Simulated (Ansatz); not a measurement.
Consider LiF in the rock salt structure (space group Fm-3m, No. 225; a = 4.008 Å). Axes: x, y, z lie along the cube axes.

The values are results of PBEsol, PAW, 420 eV (Ansatz, an electronic-structure program; spin-orbit coupling left out), not measurements.

Strains are applied to the cell and any free atomic positions relax; under biaxial strain the out-of-plane vector relaxes too.

One change was made to it. Results:

The band gap goes up by 0.26 eV (9.05 eV → 9.31 eV); the energy rises by 7.0 meV/atom; the valence-band top at Γ (three highest levels, from the VBM) is 0.00, -0.11, -0.11 eV.

Name the change that was made.
A. biaxial strain −1.00 %, plane normal [001], relaxed out of plane
B. biaxial strain −2.50 %, plane normal [001], relaxed out of plane
C. biaxial strain −3.00 %, plane normal [001], relaxed out of plane

C, biaxial strain −3.00 %, plane normal [001], relaxed out of plane. For comparison, the band gap in the other runs: biaxial strain −1.00 %, plane normal [001], relaxed out of plane gives 9.14 eV; biaxial strain −2.50 %, plane normal [001], relaxed out of plane gives 9.27 eV.

Whether these cells are dynamically stable was not tested.
